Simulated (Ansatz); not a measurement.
Input and output of a relaxation of cell and atoms for HfO₂ (Pca2_1, 12 atoms in the cell) (Ansatz, a program for electronic structure).

Computed with PBE, PAW files (plane waves; Ansatz).

```
HfO2
1.0
    5.21740     0.00000     0.00000
    0.00000     5.02695     0.00000
    0.00000     0.00000     5.03588
Hf O
4 8
Direct
  0.03000   0.26700   0.25000
  0.97000   0.73300   0.75000
  0.53000   0.73300   0.25000
  0.47000   0.26700   0.75000
  0.36100   0.06800   0.10600
  0.63900   0.93200   0.60600
  0.86100   0.93200   0.10600
  0.13900   0.06800   0.60600
  0.22900   0.53700   0.00000
  0.77100   0.46300   0.50000
  0.72900   0.46300   0.00000
  0.27100   0.53700   0.50000
```

Reference input (self-consistent single point, DFT, PBE, plane waves, PAW files): basis.ecutwfc = 30.9 Ry; kpoints.mp_grid.grid = 4 4 4; hamiltonian.xc = pbe; hamiltonian.pseudopotentials = {kind: paw} (the program's default PAW files); scf.occupations.method = gaussian; scf.occupations.width = 0.0037 Ry. This run's input differs from it in these lines:

Ansatz 0.2 input:
```diff
@@ -19,3 +19,3 @@
 basis:
-  ecutwfc: 30.9 Ry
+  ecutwfc: 18.4 Ry
 kpoints:
@@ -32,2 +32,4 @@
     width: 0.0037 Ry
+relax:
+  cell: {}
 output:
```

The program printed (abridged):

```
   [... SCF lines of the steps left out ...]
relax step   1: F+E_penalty+E_count = -67434.88118104 eV  Δ(F+E_penalty+E_count) = +0.000e0 eV  max|allowed force component| = 2.968e-1 eV/Å  Δτ_max = 0.0000 Å  P = +11.782 GPa  Ω = 132.079 Å³  (10 SCF iters, dr2 threshold 1.00e-7 eV, accepted)
relax step   2: F+E_penalty+E_count = -67430.74701439 eV  Δ(F+E_penalty+E_count) = +4.134e0 eV  max|allowed force component| = 1.345e-1 eV/Å  Δτ_max = 0.0292 Å  P = -20.702 GPa  Ω = 139.110 Å³  energy of the carried Pulay correction = -3.931e0 eV  [...]
   [... lines left out ...]
relax step  30: F+E_penalty+E_count = -67435.06228592 eV  Δ(F+E_penalty+E_count) = +3.019e-3 eV  max|allowed force component| = 1.029e-4 eV/Å  Δτ_max = 0.0001 Å  P = -0.000 GPa  Ω = 137.191 Å³  energy of the carried Pulay correction = -3.021e-3 eV  [...]
relax step  31: F+E_penalty+E_count = -67435.06249559 eV  Δ(F+E_penalty+E_count) = -2.097e-4 eV  max|allowed force component| = 1.502e-3 eV/Å  Δτ_max = 0.0000 Å  P = +0.013 GPa  Ω = 137.191 Å³  stress off target by 3.56e-2 GPa  SCF on the basis [...]
basis re-selected at this cell: Δ(F+E_penalty+E_count) = -2.097e-4 eV, ΔP = +0.013 GPa vs the last step
the relaxation is at rest under the 4 symmetry operations that the run kept from its start: a minimum is not shown …
Stability not checked: this state was not tested for a lower state beside it, because too few of the mixer's solves of this state at the end of the SCF gave a …
Free energy (F): -67435.062496 eV
Internal energy: -67435.062496 eV  (E = F + TS)
   [... lines left out ...]
Fermi energy:    15.400471 eV
  cell:  # Å, volume = 137.1909 Å³
   [... lines left out ...]
    - { symbol: O, position: [0.23410629167351552, 0.5405131666642796, 0.0024651317947350752] }
    - { symbol: O, position: [0.7658937083264846, 0.4594868333357203, 0.5024651317947348] }
    - { symbol: O, position: [0.7341062916735156, 0.4594868333357203, 0.002465131794735075] }
    - { symbol: O, position: [0.2658937083264845, 0.5405131666642796, 0.5024651317947348] }
```

The run converged. 

Summary of the result:
```
Item                                                                                                     Value
------------------------------------------------  ------------------------------------------------------------
Free energy E − TS (on the zero of these files)                                                 -67435.0625 eV
Top of the valence band (on the code's own zero)                                                      13.28 eV
Gap on the k-point mesh                                                                                4.23 eV
Pressure                                                                                              0.01 GPa
Largest force (vector length)                                                                       0.002 eV/Å
Final cell                                        a = 5.2699 Å, b = 5.0846 Å, c = 5.1200 Å, α = β = γ = 90.00°
Final volume per atom                                                                                 11.43 Å³
Relaxation steps                                                                                            31
```

The starting cell was generated: these elements placed on a structure prototype, without a prior relaxation; it need not be a known phase or ordering of this composition. Its lattice was rescaled by a random factor within 2.5 % of one. Spin-orbit coupling is off. The relaxation keeps the symmetry of its start, so its end need not be a minimum. Ansatz's pressure includes its estimate of the finite-basis (Pulay) stress. Without the estimate this run gives -87.96 GPa. The cutoff lies below the one recommended for these files.

Cost on one core of a shared machine: roughly 7 min.
